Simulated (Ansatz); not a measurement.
A relaxation of cell and atoms of SnSe₂ (P-3m1, 3 atoms in the cell) with Ansatz (an electronic-structure program).

Computed with LDA (PW92), default PAW files made with PBE (plane waves; Ansatz).

The change in words: atoms on their sites; basis.ecutwfc: 420 eV → 295 eV; relax: default → cell and atoms. Reference geometry:
```xyz
3
Lattice="1.8993 -3.2897 0.0000 1.8993 3.2897 0.0000 0.0000 0.0000 6.1216" Properties=species:S:1:pos:R:3 pbc="T T T"
Sn     0.0000     0.0000     0.0500
Se     1.8993     1.0966     1.5304
Se     1.8993    -1.0966     4.5912
```

Reference input (self-consistent single point, DFT, LDA (PW92), plane waves, default PAW files made with PBE): basis.ecutwfc = 420 eV; kpoints.mp_grid.grid = 8 8 4; hamiltonian.xc = lda; hamiltonian.pseudopotentials = {kind: paw} (the program's default PAW files); scf.occupations.method = fermi_dirac; scf.occupations.width = 0.05 eV. This run's input differs from it in these lines:

Ansatz 0.2 input:
```diff
@@ -6,3 +6,3 @@
   atoms:
-    - { symbol: Sn, position: [0.000000, 0.000000, 0.008168] }
+    - { symbol: Sn, position: [0.000000, 0.000000, 0.000000] }
     - { symbol: Se, position: [0.333333, 0.666667, 0.250000] }
@@ -10,3 +10,3 @@
 basis:
-  ecutwfc: 420.0
+  ecutwfc: 295.0
 kpoints:
@@ -18,2 +18,4 @@
   occupations: { method: fermi_dirac, width: 0.05 }
+relax:
+  cell: {}
 output:
```

Output (repeated stretches shortened):

```
   [... SCF lines of the steps left out ...]
relax step   1: F+E_penalty+E_count = -16646.87160169 eV  Δ(F+E_penalty+E_count) = +0.000e0 eV  max|allowed force component| = 5.129e-1 eV/Å  Δτ_max = 0.0000 Å  P = +1.317 GPa  Ω = 76.495 Å³  (7 SCF iters, dr2 threshold 1.00e-7 eV, accepted)
relax step   2: F+E_penalty+E_count = -16646.82801494 eV  Δ(F+E_penalty+E_count) = +4.359e-2 eV  max|allowed force component| = 8.959e-1 eV/Å  Δτ_max = 0.1940 Å  P = -1.140 GPa  Ω = 73.310 Å³  energy of the carried Pulay correction = +5.679e-2 eV  [...]
   [... lines left out ...]
relax step  15: F+E_penalty+E_count = -16646.90714136 eV  Δ(F+E_penalty+E_count) = -7.465e-4 eV  max|allowed force component| = 2.650e-4 eV/Å  Δτ_max = 0.0013 Å  P = +0.009 GPa  Ω = 73.717 Å³  energy of the carried Pulay correction = +7.300e-4 eV  [...]
relax step  16: F+E_penalty+E_count = -16646.90642550 eV  Δ(F+E_penalty+E_count) = +7.159e-4 eV  max|allowed force component| = 3.829e-4 eV/Å  Δτ_max = 0.0000 Å  P = -0.005 GPa  Ω = 73.717 Å³  stress off target by 3.18e-2 GPa  SCF on the basis [...]
basis re-selected at this cell: Δ(F+E_penalty+E_count) = +7.159e-4 eV, ΔP = -0.014 GPa vs the last step
the relaxation is at rest under the 12 symmetry operations that the run kept from its start: a minimum is not shown …
Stability not checked: this state was not tested for a lower state beside it, because too few of the mixer's solves of this state at the end of the SCF gave a …
Free energy (F): -16646.906426 eV
Internal energy: -16646.905765 eV  (E = F + TS)
   [... lines left out ...]
Fermi energy:    8.945794 eV
  cell:  # Å, volume = 73.7169 Å³
   [... lines left out ...]
    - [1.9018343059761489, 3.2940736455281843, 2.640018436895951e-18]
    - [8.509035954537556e-18, -2.62919599809528e-32, 5.883435482355978]
  atoms:
    - { symbol: Sn, position: [-8.243049358169721e-36, -1.9220234770547936e-35, 0.0] }
    - { symbol: Se, position: [0.33333333333333326, 0.6666666666666665, 0.26810321260242154] }
    - { symbol: Se, position: [0.6666666666666665, 0.33333333333333326, 0.7318967873975785] }
```

The run converged. 

Summary of the result:
```
Property                                                                                            Result
-----------------------------------------------  ---------------------------------------------------------
Free energy E − TS (on the zero of these files)                                             -16646.9064 eV
Gap on the k-point mesh                                                                            0.40 eV
Pressure                                                                                          0.00 GPa
Final cell                                       a = b = 3.804 Å, c = 5.883 Å, α = β = 90.00°, γ = 120.00°
Final volume per atom                                                                             24.57 Å³
Relaxation steps                                                                                        16
```

The starting cell has typed, rounded lattice constants, without a prior relaxation at this level. Its lattice was rescaled by up to half a per cent. The relaxation keeps the symmetry of its start, so its end need not be a minimum. Ansatz's pressure includes its estimate of the finite-basis (Pulay) stress. Without the estimate this run gives -2.92 GPa. The cutoff lies below the one recommended for these files.

Cost on one core of a shared machine: roughly 40 s.
